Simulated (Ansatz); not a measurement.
Converging the plane-wave cutoff: Tc₃Ir (P3m1, 8 atoms in the cell)

```xyz
8
Lattice="5.4792 0.0000 0.0000 -2.7396 4.7452 0.0000 0.0000 0.0000 4.3290" Properties=species:S:1:pos:R:3 pbc="T T T"
Tc     4.1617     0.7607     3.2467
Tc    -1.4221     3.9845     1.0822
Tc     1.4221     3.9845     1.0822
Tc     1.3176     0.7607     3.2467
Tc     2.7396     3.2238     3.2467
Tc     0.0000     1.5214     1.0822
Ir     2.7396     1.5817     1.1322
Ir     0.0000     3.1634     3.2467
```

Method of the run: PBEsol, default PAW files made with PBE (plane waves; Ansatz, a first-principles code).

Base settings: basis.ecutwfc = 36.7 Ry; kpoints.mp_grid.grid = 3 3 3; hamiltonian.xc = pbesol; hamiltonian.pseudopotentials = {kind: paw} (the program's default PAW files); scf.occupations.method = fermi_dirac; scf.occupations.width = 0.0073 Ry.

The second cell is the first with its lattice scaled by 0.98.

The mesh stays at the base's, so the ladder's end is converged at best in this setting alone.

The first pressure column holds Ansatz's estimate of the finite-basis (Pulay) stress, which hides part of the cutoff error; the other is without it.

Only quantities that move along the ladder and can be compared are tabulated.

The count of work is k-points × plane waves × bands × iterations; it is no time. 

The starting cell comes from a database of computed structures (which also holds hypothetical and non-ambient phases and stackings), without a prior relaxation at this level. Its lattice was rescaled by up to half a per cent. One atom was moved a little off its site on purpose. Spin polarisation is off. The cutoff lies below the one recommended for these files. Without a gap this mesh is coarse (it stands for a supercell whose shortest vector is 13 Å).

```csv
basis.ecutwfc,free energy less the last step's (meV/atom),energy of the compressed cell less the first (meV/atom),pressure (GPa),pressure without the Pulay estimate (GPa),largest difference of a force vector from the last step's (eV/Å),count of work / last
12.9 Ry,36237.38,-226.22,-112.89,-1184.81,6.245,0.058
14.7 Ry,20737.27,-294.41,-6.34,-791.72,2.647,0.069
16.5 Ry,10414.52,346.64,48.26,-472.90,2.455,0.084
18.4 Ry,4825.13,205.90,14.46,-261.86,2.060,0.095
20.2 Ry,2305.39,86.27,-3.44,-147.04,0.442,0.11
22 Ry,1129.43,23.90,-7.27,-83.55,0.362,0.13
25.7 Ry,234.33,39.68,-2.35,-24.00,0.130,0.16
29.4 Ry,34.02,48.53,-1.80,-6.07,0.025,0.19
33.1 Ry,4.05,48.88,-1.82,-2.33,0.002,0.23
36.7 Ry,1.44,48.86,-1.82,-1.85,0.001,0.27
40.4 Ry,1.27,48.85,-1.82,-1.83,0.000,0.32
44.1 Ry,1.15,48.85,-1.82,-1.83,0.000,0.35
49.6 Ry,1.09,48.84,-1.82,-1.82,0.000,0.42
55.1 Ry,0.91,48.84,-1.82,-1.84,0.000,0.50
64.3 Ry,0.54,48.85,-1.82,-1.83,0.000,0.62
73.5 Ry,0.38,48.85,-1.82,-1.83,0.000,0.76
88.2 Ry,0.00,48.85,-1.82,-1.83,0.000,1.0
```

Coarsest basis.ecutwfc that holds the pressure without the Pulay estimate within 0.1 GPa of the last step, with all finer ones: 36.7 Ry, at 0.27 of the last step's count of work; the step before is off by 0.51 GPa.

Coarsest basis.ecutwfc that holds the energy of the compressed cell less the first within 2 meV/atom of the last step, with all finer ones: 29.4 Ry, at 0.19 of the last step's count of work; the step before is off by 9.2 meV/atom.

Coarsest basis.ecutwfc that holds the forces within 0.01 eV/Å of the last step, with all finer ones: 33.1 Ry, at 0.23 of the last step's count of work; the step before is off by 0.025 eV/Å.

The energy difference between the two cells stays within 1 meV/atom of the last step's from 29.4 Ry on, the total only from 55.1 Ry on: much of the error is common to both cells and cancels.

At the lowest cutoff the pressure without the Pulay estimate lies 1180 GPa under the last step's, the usual sign of Pulay stress in an incomplete plane-wave basis.

Keys are those of Ansatz 0.2.
